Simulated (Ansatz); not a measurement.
# Response to strain in hypothetical NiAs type KF

Start from KF in the NiAs type structure (space group P6_3/mmc, No. 194; a = 3.6607 Å, c = 6.4794 Å; a hypothetical phase, not in the database extracts checked). Axes: x lies along a and z along c of the hexagonal cell.

Strains are applied to the cell and any free atomic positions relax; under biaxial strain the out-of-plane vector relaxes too.

Method: plane-wave PAW DFT at the r2SCAN level (Ansatz, a quantum-chemistry and plane-wave program, 500 eV), no spin-orbit coupling.

Notes on the quantities. energy relative to the base: free energy F.

```tsv
variant	electron mass	energy relative to the base	shortest interatomic distance
base	0.58 mₑ along c, 0.54 mₑ across (at Γ)	0 meV/atom	266.3 pm
biaxial strain +1.78 %, plane normal [001], relaxed out of plane	0.58 mₑ out of plane, 0.55 mₑ in plane (at Γ)	–	268.4 pm
biaxial strain +2.14 %, plane normal [001], relaxed out of plane	0.57 mₑ out of plane, 0.54 mₑ in plane (at Γ)	–	268.9 pm
isotropic strain +1.75 %	0.58 mₑ along c, 0.55 mₑ across (at Γ)	+5.3 meV/atom	270.9 pm
isotropic strain +4.34 %	–	+30 meV/atom	277.8 pm
uniaxial strain ε_xx = −2.49 %	0.58 mₑ along z, 0.54 mₑ across (at Γ)	+1.9 meV/atom	264.0 pm
uniaxial strain ε_yy = −5.32 %	0.58 mₑ along z, 0.53 mₑ across (at Γ)	+8.7 meV/atom	261.6 pm
tensor shear ε_yz = +1.32 %	0.58 mₑ along z, 0.54 mₑ across (at Γ)	+0.7 meV/atom	262.9 pm
tensor shear ε_yz = +1.51 %	0.57 mₑ along k, 0.53 mₑ across (at Γ)	+1.0 meV/atom	262.6 pm
tensor shear ε_yz = +1.11 %	0.59 mₑ along z, 0.54 mₑ across (at Γ)	+0.5 meV/atom	263.4 pm
```

The levels and masses belong to the bands next to the band gap. Effective masses come from finite differences of ±0.01 Å⁻¹. Along k means along the line from Γ to the band edge. Stability against distortions was not tested.
